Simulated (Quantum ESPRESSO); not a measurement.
Quantum ESPRESSO run on YCo3B2 (P6/mmm, 6 atoms in the cell): self-consistent single point.

Method: PBEsol, SSSP 1.1.2 precision (PBE) pseudopotentials (plane waves; Quantum ESPRESSO 7.5).

```
CELL_PARAMETERS angstrom
      5.03287     0.00000     0.00000
     -2.51643     4.35859     0.00000
      0.00000     0.00000     2.92939
ATOMIC_POSITIONS crystal
  Y  0.00000 0.00000 0.00000
  Co 0.50000 0.00000 0.50000
  Co 0.50000 0.50000 0.50000
  Co 0.00000 0.50000 0.50000
  B  0.33333 0.66667 0.00000
  B  0.66667 0.33333 0.00000
```
Moments meant for the start (each program seeds them in its own way; μB, in the order of the atoms Y Co Co Co B B): 0.0 3.0 3.0 3.0 0.0 0.0.

Reference input (self-consistent single point, DFT, LDA (PZ), plane waves, GBRV 1.5 ultrasoft (LDA) pseudopotentials): ecutwfc = 50 Ry; ecutrho = 400 Ry; occupations = smearing; smearing = gaussian; degauss = 0.019992 Ry; nspin = 2; potentials = {Y: y_lda_v1.4.uspp.F.UPF, Co: co_lda_v1.2.uspp.F.UPF, B: b_lda_v1.4.uspp.F.UPF}; K_POINTS = automatic 6 6 9 0 0 0; conv_thr = 1e-09 Ry; mixing_beta = 0.2. This run's input differs from it in these lines:

```diff
@@ -14,4 +14,4 @@
     ntyp = 3
-    ecutwfc = 50
-    ecutrho = 400
+    ecutwfc = 65
+    ecutrho = 520
     occupations = 'smearing'
@@ -21,2 +21,3 @@
     starting_magnetization(2) = 0.176
+    input_dft = 'pbesol'
 /
@@ -27,5 +28,5 @@
 ATOMIC_SPECIES
-Y     88.9058  y_lda_v1.4.uspp.F.UPF
-Co    58.9332  co_lda_v1.2.uspp.F.UPF
-B     10.8100  b_lda_v1.4.uspp.F.UPF
+Y     88.9058  Y_pbe_v1.uspp.F.UPF
+Co    58.9332  Co_pbe_v1.2.uspp.F.UPF
+B     10.8100  B_pbe_v1.01.uspp.F.UPF
 CELL_PARAMETERS {alat}
```

Log, with long lists cut:

```
     Self-consistent Calculation

     iteration #  1     ecut=    65.00 Ry     beta= 0.20

---- Real-time Memory Report at c_bands before calling an iterative solver
           335 MiB given to the printing process from OS
           247 MiB allocation reported by mallinfo(arena+hblkhd)
------------------

     negative rho (up, down):  2.144E-02 2.130E-02

     total energy              =    -985.42262989 Ry
     estimated scf accuracy    <      46.62481554 Ry

     total magnetization       =     3.38 Bohr mag/cell
     absolute magnetization    =     4.20 Bohr mag/cell

     iteration #  2     ecut=    65.00 Ry     beta= 0.20

   [... lines left out ...]
           545 MiB given to the printing process from OS
           297 MiB allocation reported by mallinfo(arena+hblkhd)
------------------

     negative rho (up, down):  2.185E-02 2.185E-02

     Magnetic moment per site  (integrated on atomic sphere of radius R)
     atom   1 (R=0.238)  charge=  8.8064  magn= -0.0000
     atom   2 (R=0.169)  charge= 14.6460  magn=  0.0000
     atom   3 (R=0.169)  charge= 14.6460  magn=  0.0000
     atom   4 (R=0.169)  charge= 14.6460  magn=  0.0000
     atom   5 (R=0.169)  charge=  1.9178  magn= -0.0000
     atom   6 (R=0.169)  charge=  1.9178  magn= -0.0000
     End of self-consistent calculation

     the Fermi energy is    16.4534 ev

!    total energy              =    -994.96965889 Ry
     estimated scf accuracy    <          7.2E-11 Ry
     smearing contrib. (-TS)   =      -0.00904213 Ry
     internal energy E=F+TS    =    -994.96061676 Ry

     total magnetization       =     0.00 Bohr mag/cell
     absolute magnetization    =     0.00 Bohr mag/cell

     convergence has been achieved in  24 iterations

     negative rho (up, down):  2.185E-02 2.185E-02

     Forces acting on atoms (cartesian axes, Ry/au):

     atom    1 type  1   force =     0.00000000    0.00000000    0.00000000
   [... zero for the other atoms too ...]

     Total force =     0.000000     Total SCF correction =     0.000000

     negative rho (up, down):  2.185E-02 2.185E-02
          total   stress  (Ry/bohr**3)                   (kbar)     P=      -44.12
  -0.00042386   0.00000000  -0.00000000          -62.35        0.00       -0.00
   0.00000000  -0.00042386   0.00000000            0.00      -62.35        0.00
  -0.00000000   0.00000000  -0.00005213           -0.00        0.00       -7.67

   JOB DONE.
```

The run converged in 24 iterations. Against the reference run the pressure goes from -10.05 to -4.41 GPa. The full log also holds: “c_bands:  1 eigenvalues not converged”.

The starting cell comes from a database of computed structures (which also holds hypothetical and non-ambient phases and stackings), without a prior relaxation at this level. The starting moments vanished: the run ended non-magnetic, which need not be the lowest state. With a pressure of about -4 GPa the cell is away from its equilibrium volume at this level.

Cost on one core of a shared machine: roughly 9 min.
